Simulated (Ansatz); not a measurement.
Band structure of Nb2AsC (P6_3/mmc, 8 atoms in the cell).

```yaml
crystal:
  lattice:
    - [3.32535, 0.00000, 0.00000]
    - [-1.66267, 2.87983, 0.00000]
    - [0.00000, 0.00000, 11.81861]
  atoms:
    - { symbol: Nb, position: [0.33333, 0.66667, 0.40533] }
    - { symbol: Nb, position: [0.66667, 0.33333, 0.59467] }
    - { symbol: Nb, position: [0.66667, 0.33333, 0.90533] }
    - { symbol: Nb, position: [0.33333, 0.66667, 0.09467] }
    - { symbol: As, position: [0.66667, 0.33333, 0.25000] }
    - { symbol: As, position: [0.33333, 0.66667, 0.75000] }
    - { symbol: C, position: [0.00000, 0.00000, 0.50000] }
    - { symbol: C, position: [0.00000, 0.00000, 0.00000] }
```

Method: LDA (PW92), PAW files made with PBE (plane waves; Ansatz, a quantum-chemistry and plane-wave program).

Settings: kpoints.mp_grid.grid = 8 8 2; hamiltonian.xc = lda; hamiltonian.pseudopotentials = {kind: paw} (the program's default PAW files); scf.occupations.method = fermi_dirac; scf.occupations.width = 0.1 eV; kpoints.band_path.npoints = 8.

The starting cell comes from a database of computed structures (which also holds hypothetical and non-ambient phases and stackings), without a prior relaxation at this level. Its lattice was rescaled by a random factor within 2.5 % of one. Spin polarisation is off.

Levels in eV from the Fermi level, bands 42 to 49:
```csv
point,42,43,44,45,46,47,48,49
Γ,-1.26,-1.24,-1.24,-1.04,0.19,0.25,0.25,0.95
M,-2.94,-2.13,-0.96,1.18,1.25,1.30,1.60,1.60
K,-3.52,-1.84,-0.48,-0.48,0.14,0.52,0.52,1.24
A,-1.41,-0.80,-0.80,-0.80,-0.80,-0.30,-0.30,1.55
L,-3.13,-1.60,-1.60,1.27,1.27,1.50,1.50,1.91
H,-3.64,-1.05,-1.05,-0.52,-0.52,0.55,0.55,1.92
```

Bands cross the Fermi level along this path, so the cell is metallic at this level.

Keys are those of Ansatz 0.2.
